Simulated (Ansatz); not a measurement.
Start from Mg$_{2}$Sn (space group Fm-3m, No. 225; a = 6.7471 Å; relaxed with 0.1 eV smearing). Axes: x, y, z lie along the cube axes.

All numbers come from Ansatz (an electronic-structure program), PBEsol, PAW, cutoff 420 eV, without spin-orbit coupling.

Before the change:

* **Pressure**: 0.0 GPa

Modification: the cell is stretched by 2.50 % along z with no lateral relaxation, atoms relaxed at fixed cell.

**Question.** Estimate the effect on the pressure and energy relative to the base.

**Answer.** The pressure (mean of the normal stresses, compression positive) goes from zero to -1.0 GPa; the energy goes up by 3.6 meV/atom.

The cells carry an imposed strain or load. Whether these cells are dynamically stable was not tested.
